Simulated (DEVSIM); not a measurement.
Structure: abrupt InP n-p junction, at 300 K.

```
layer (left to right)  material  thickness (μm)  Nd (cm⁻³)  Na (cm⁻³)  τn (s)  τp (s)
---------------------  --------  --------------  ---------  ---------  ------  ------
1                           InP           0.170       4e15          -    3e-9    3e-9
2                           InP             150          -     6.3e13    3e-9    3e-9
```

Left contact: ohmic. Right contact: ohmic. Voltage is applied to the left contact. Recombination: SRH at mid-gap, Auger. Mobility is μmin + (μ − μmin)/(1 + (N/Nref)^α).

The device is made up for the run: typed textbook-type constants, with dimensions and the other settings drawn at random. Values at 300 K.

| parameter | InP |
|---|---|
| gap (eV) | 1.344 |
| affinity (eV) | 4.38 |
| permittivity | 12.5 |
| Nc (cm⁻³) | 5.7e17 |
| Nv (cm⁻³) | 1.1e19 |
| μn (cm²/Vs) | 5200 |
| μp (cm²/Vs) | 170 |
| μn,min | 400 |
| μp,min | 10 |
| Nref,n | 3e17 |
| Nref,p | 4.9e17 |
| αn | 0.47 |
| αp | 0.62 |
| Cn (cm⁶/s) | 9e-31 |
| Cp (cm⁶/s) | 9e-31 |

DEVSIM, 1D drift-diffusion, Boltzmann statistics, complete ionisation; no tunnelling, impact ionisation, image-force lowering or self-heating.

**Question.** Give the dark forward current.

**Answer.** 
```json
[
 {"V (V)": "-0.05", "J (A/cm²)": "-2.0e-8"},
 {"V (V)": "-0.20", "J (A/cm²)": "-5.9e-7"},
 {"V (V)": "-0.30", "J (A/cm²)": "-4.6e-6"},
 {"V (V)": "-0.45", "J (A/cm²)": "-0.00011"},
 {"V (V)": "-0.60", "J (A/cm²)": "-0.0023"},
 {"V (V)": "-0.70", "J (A/cm²)": "-0.0085"},
 {"V (V)": "-0.85", "J (A/cm²)": "-0.023"},
 {"V (V)": "-1.00", "J (A/cm²)": "-0.039"},
 {"V (V)": "-1.15", "J (A/cm²)": "-0.056"},
 {"V (V)": "-1.25", "J (A/cm²)": "-0.067"},
 {"V (V)": "-1.40", "J (A/cm²)": "-0.085"},
 {"V (V)": "-1.55", "J (A/cm²)": "-0.10"},
 {"V (V)": "-1.65", "J (A/cm²)": "-0.12"},
 {"V (V)": "-1.80", "J (A/cm²)": "-0.13"}
]
```
